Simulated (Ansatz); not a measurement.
Consider the formation energy of Sr2P (R-3m) from the elements. Reaction: P (black phosphorus) + 2 Sr (fcc) → Sr2P (R-3m). Negative: the products are lower in energy. The value is per atom of the solid.

Sr2P (R-3m), 3 atoms in the cell; this is a cell from a database of computed structures that this text hasn't matched to a measured one, k-point mesh 10×10×10 on the run's own vectors.
```
CELL_PARAMETERS angstrom
     -2.19870     3.80826     0.00000
     -4.39740     0.00000     0.00000
     -2.19870     1.26942     7.20811
ATOMIC_POSITIONS crystal
  Sr 0.26065 0.26065 0.21804
  Sr 0.73935 0.73935 0.78196
  P  0.00000 0.00000 0.00000
```

P (black phosphorus, Cmce), 4 atoms in the cell, k-point mesh 10×8×10 on the run's own vectors. Conventional cell: a = 3.323 Å, b = 10.194 Å, c = 4.161 Å, α = β = γ = 90.00°.

Sr (fcc, Fm-3m), 1 atom in the cell, k-point mesh 18×18×18 on the run's own vectors. Conventional cell: a = b = c = 5.9369 Å, α = β = γ = 90.00°.

Plane-wave PAW calculations with Ansatz (a first-principles code), its default PAW set, cutoff 420 eV, 500 eV for r2SCAN. The structures are at rest with PBE+D3(BJ); other levels are single points on them. Neutral cells; Fermi-Dirac smearing of at most 0.10 eV in the solids, energies taken to zero width. The lattices are those relaxed with PBE+D3(BJ), so at other levels the solids can be strained, which adds to the spread. A dispersion term (D3(BJ), or D4 for r2SCAN) was computed beside these levels and is taken off wherever the name lacks it. Nuclei at rest; no vibrational terms.

### Question
Estimate the value that r2SCAN returns for this input.

### Answer
-1.04 eV/atom, for P (black phosphorus) + 2 Sr (fcc) → Sr2P (R-3m).

### Question
How does the value move with the functional?

### Answer
```json
[
 {"Level": "PBE+D3(BJ)", "value (eV/atom)": "-0.85", "less r2SCAN": "0.19"},
 {"Level": "r2SCAN+D4", "value (eV/atom)": "-1.02", "less r2SCAN": "0.02"}
]
```

The levels span 0.19 eV/atom, from r2SCAN (-1.04) to PBE+D3(BJ) (-0.85).
